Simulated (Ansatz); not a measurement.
# WO3 (P2₁/c, No. 14, 32 atoms in the cell; start mp-619461)

Method: LDA (Ansatz, a program for electronic structure, PAW).

Run with plane-wave cutoff 520 eV, 6×6×6 k mesh, Fermi–Dirac smearing 0.01 eV, no spin polarisation, scalar-relativistic PAW data made under PBE.

Cell (relaxed at this level):

Space group P2₁/c (No. 14); a = 7.4470 Å, b = 7.3277 Å, c = 7.6485 Å, α = γ = 90.00°, β = 91.15°

```json
[
 {"atom": "W", "site": "4e", "symmetry": "1", "x": "0.4783", "y": "0.2478", "z": "0.2204"},
 {"atom": "W", "site": "4e", "symmetry": "1", "x": "0.0186", "y": "0.7410", "z": "0.2195"},
 {"atom": "O", "site": "4e", "symmetry": "1", "x": "0.0076", "y": "0.7167", "z": "0.4922"},
 {"atom": "O", "site": "4e", "symmetry": "1", "x": "0.4911", "y": "0.2192", "z": "0.4923"},
 {"atom": "O", "site": "4e", "symmetry": "1", "x": "0.0394", "y": "0.9983", "z": "0.2833"},
 {"atom": "O", "site": "4e", "symmetry": "1", "x": "0.5400", "y": "0.4973", "z": "0.2802"},
 {"atom": "O", "site": "4e", "symmetry": "1", "x": "0.7420", "y": "0.2105", "z": "0.2526"},
 {"atom": "O", "site": "4e", "symmetry": "1", "x": "0.2417", "y": "0.2913", "z": "0.2479"}
]
```

```
Quantity                       Result
--------  ---------------------------
band gap  1.47 eV (on the SCF k mesh)
```

Note: the relaxation could not lower the start's symmetry, so the cell can be a saddle point above a distorted one.

Spin–orbit coupling is not included.

The computed numbers hold no vibrational or temperature effects.

Cost on a shared machine: about 70 core-minutes (a rough figure).

A start named mp-… is a Materials Project structure, which need not be a measured phase.
